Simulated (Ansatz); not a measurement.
Take Ag in the fcc (Cu type) structure (space group Fm-3m, No. 225; a = 4.149 Å) as the base.

Method: Ansatz (a quantum-chemistry and plane-wave program) PBE, no spin-orbit coupling.

Base values:

```
Quantity                         Value
-----------------------------  -------
Shortest interatomic distance  2.933 Å
```

Perturbation: every Ag is replaced by Cu, then cell and atoms are relaxed.

Tabulated Pauling electronegativity and covalent radius: Ag 1.93, 1.45 Å; Cu 1.90, 1.32 Å.

Question: How does this affect the shortest interatomic distance?

Answer: The shortest interatomic distance shrinks by 0.3669 Å, from 2.933 Å to 2.567 Å.

Whether these cells are dynamically stable was not tested. All final runs are without spin polarisation.
